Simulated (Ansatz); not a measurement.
**W: stress against strain**

W (bcc, Im-3m, 15.691 Å³/atom at rest) under an equal strain ε in the (001) plane with the normal axis free, as in a coherent film. PBEsol in Ansatz, a plane-wave DFT program (PAW, default set), 420 eV, 29×29×29 Γ-centred mesh, Fermi-Dirac smearing 0.10 eV; ions are relaxed within the symmetry of each cell. Stress is positive for a compressed cell.

Here s stands for strain and y for stress xx.

```
strain (%)  stress xx (GPa)
----------  ---------------
-3.00                     ?
-1.50                  9.19
-1.00                  6.05
-0.50                  2.99
0.00                   0.00
0.50                  -2.90
1.00                  -5.72
1.50                  -8.44
```

Q: Fit y against s with a straight line, and predict the withheld value at s = -3.00.

A: Means: s 0, y 0.167. About the means, the sum of products is -41.160 and the sum of squares of s is 7.0000; the slope is their ratio. Least squares gives y = 0.167 - 5.8800·s. Residuals (row less fit): 0.203, 0.003, -0.117, -0.167, -0.127, -0.007, 0.213; standard error 0.170 (degrees of freedom: 5). The slope gives the biaxial elastic modulus of this plane = 588 ± 6 GPa. At the withheld row, y = 0.167 - 5.8800 × (-3.0) = 17.807 GPa. The calculation gives 18.91 GPa, 1.103 GPa above the prediction (4.0 % of the range of y in the table). The row lies outside the fitted rows, so this is an extrapolation. From the scatter of the fitted rows alone, a prediction at this place has a standard error of 0.265 GPa, so the miss is 4.2 times that.

One order more, fitted to all 13 runs of the series, follows each within 0.08, so the miss is the next term of a smooth law. In a metal these values are sensitive to mesh and smearing; energies are taken to zero smearing, stresses follow the free energy. Rows are the converged runs of the series near zero and its far end; series whose fitted rows scatter by over a few per cent of the range, as at a crossing or softening among them, aren't shown in this form. Most that stay on the fit to the last digits aren't either.
